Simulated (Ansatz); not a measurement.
Take CsPbBr$_{3}$ in the cubic perovskite structure (space group Pm-3m, No. 221) as the base.

```xyz
5
Lattice="5.9372 0.0000 0.0000 0.0000 5.9372 0.0000 0.0000 0.0000 5.9372" Properties=species:S:1:pos:R:3 pbc="T T T"
Cs     0.0000     0.0000     0.0000
Pb     2.9686     2.9686     2.9686
Br     0.0000     2.9686     2.9686
Br     2.9686     2.9686     0.0000
Br     2.9686     0.0000     2.9686
```

Computed with r2SCAN in Ansatz (plane waves to 500 eV, PAW, no spin-orbit coupling).

For the base:

The band gap comes out as 2.03 eV, the hole mass is 0.17 mₑ (at R) and the electron mass comes out as 0.091, 0.82, 0.82 mₑ (at R). The lattice parameter a is 5.937 Å.

It is then changed as follows: Cl takes the place of Br on all its sites; the structure is relaxed again.

What happens to the band gap, hole mass, electron mass and lattice parameter a?

The band gap rises by 0.423 eV (2.03 eV → 2.46 eV); the hole mass goes from 0.17 mₑ (at R) to 0.21 mₑ (at R); the electron mass (degenerate bands, along [100]) changes from 0.091, 0.82, 0.82 mₑ (at R) to 0.12, 0.88, 0.88 mₑ (at R); the lattice parameter a shrinks by 0.264 Å (5.937 Å → 5.673 Å).

With Pb present, leaving out spin-orbit coupling can change the band edges. Effective masses come from finite differences of ±0.01 Å⁻¹. No phonon test of stability was made. Many cubic perovskites are stable only at high temperature; tilts and polar distortions were not tested. This is not the structure that CsPbCl3 has at room temperature and ambient pressure. This is not the structure that CsPbBr3 has at room temperature and ambient pressure.

Ansatz is a first-principles code.
